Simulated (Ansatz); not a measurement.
The starting structures come from a database of crystals and need not be the phases stable at ambient conditions.

The decay constant κ of evanescent states in the gap governs leakage through a thin film.

```yaml
crystal:
  lattice:
    - [4.13343, 0.00000, 0.00000]
    - [0.00000, 7.81731, 0.00000]
    - [0.00000, -3.90865, 2.30923]
  atoms:
    - { symbol: B, position: [0.56779, 0.32444, 0.31888] }
    - { symbol: B, position: [0.06779, 0.67556, 0.68112] }
    - { symbol: B, position: [0.56779, 0.99444, 0.31888] }
    - { symbol: B, position: [0.06779, 0.00556, 0.68112] }
    - { symbol: O, position: [0.50019, 0.24512, 0.49024] }
    - { symbol: O, position: [0.00019, 0.75488, 0.50976] }
    - { symbol: O, position: [0.41841, 0.66052, 0.73940] }
    - { symbol: O, position: [0.91841, 0.33948, 0.26060] }
    - { symbol: O, position: [0.41841, 0.07888, 0.73940] }
    - { symbol: O, position: [0.91841, 0.92112, 0.26060] }
```

Space group of this cell: Cmc2_1. The cell is taken as given.

Transport runs along the normal of the first two printed cell vectors.

No gap correction and no spin-orbit coupling; mid-gap values are interpolated between computed energies.

Problem. Estimate the band gap and the smallest decay constant κ at mid-gap that r2SCAN (Ansatz, a quantum-chemistry and plane-wave program) returns for this system.

Solution. Gap 9.35 eV on a 8×14×14 mesh; κ = 0.545 1/Å, at the zone centre.
